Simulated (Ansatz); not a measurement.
Consider CdTe in the zinc blende structure (space group F-43m, No. 216; a = 6.490 Å).

Structures relaxed with PBEsol, PAW, 420 eV (Ansatz, a first-principles code; no spin-orbit coupling), earlier PAW set.

Base:

Simulated powder pattern, Cu Kα1, λ = 1.54056 Å (kinematic, ideal powder, no thermal factors, no anomalous dispersion; the 14 strongest lines at most, above 2 %, up to 2θ = 90°):

```
2θ (°)  I/Imax (%)    hkl
------  ----------  -----
23.73          100  (111)
39.23           79  (220)
46.37           49  (311)
56.69           13  (400)
62.31           20  (331)
71.11           26  (422)
76.16           14  (511)
84.36          8.4  (440)
89.21           15  (531)
```

Now apply this change: full substitution Cd → Cu, then cell and atoms are relaxed.

Task: Predict the new powder pattern.

Result: 
Simulated powder pattern, Cu Kα1, λ = 1.54056 Å (kinematic, ideal powder, no thermal factors, no anomalous dispersion; the 14 strongest lines at most, above 2 %, up to 2θ = 90°):

| 2θ (°) | d (Å) | I/Imax (%) | hkl |
|---|---|---|---|
| 26.66 | 3.341 | 100 | (111) |
| 30.88 | 2.893 | 7.3 | (200) |
| 44.24 | 2.046 | 69 | (220) |
| 52.40 | 1.745 | 45 | (311) |
| 54.92 | 1.670 | 2.0 | (222) |
| 64.35 | 1.447 | 11 | (400) |
| 70.94 | 1.327 | 18 | (331) |
| 73.07 | 1.294 | 2.8 | (420) |
| 81.41 | 1.181 | 22 | (422) |
| 87.53 | 1.114 | 14 | (511) |

The indices refer to each structure's own conventional cell; one index is shown for lines that coincide.

Whether these cells are dynamically stable was not tested. As relaxed here, CuTe is a hypothetical phase, not in the database extracts checked. The final runs are not spin-polarised. An odd electron count without spin: CuTe.
